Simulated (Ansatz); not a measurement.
System: rutile MgH2. Method: revPBE (plane waves, PAW; Ansatz, a quantum-chemistry and plane-wave program).

Numerical settings: plane-wave cutoff 520 eV, 8×8×12 k mesh (along the axes of the cell as run), Fermi–Dirac smearing 0.01 eV, scalar-relativistic PAW data made under PBE.

Properties against volume:

Shape and atoms are relaxed at each volume.

| V (Å³/atom) | P (GPa) | direct gap at Γ (eV) | smallest gap on the k mesh (eV) | c (Å) |
|---|---|---|---|---|
| 10.102 | 2.01 | 5.256 | 3.894 | 3.011 |
| 10.312 | 0.96 | 5.290 | 3.882 | 3.023 |
| 10.522 | 0.00 | 5.323 | 3.868 | 3.035 |
| 10.733 | -0.86 | 5.362 | 3.856 | 3.045 |
| 10.943 | -1.66 | 5.331 | 3.845 | 3.056 |

The fundamental gap (3.84 eV at the equilibrium volume, with added k points) lies elsewhere than Γ–Γ.

Note: the bulk modulus comes from volumes at which shape and atoms were relaxed.
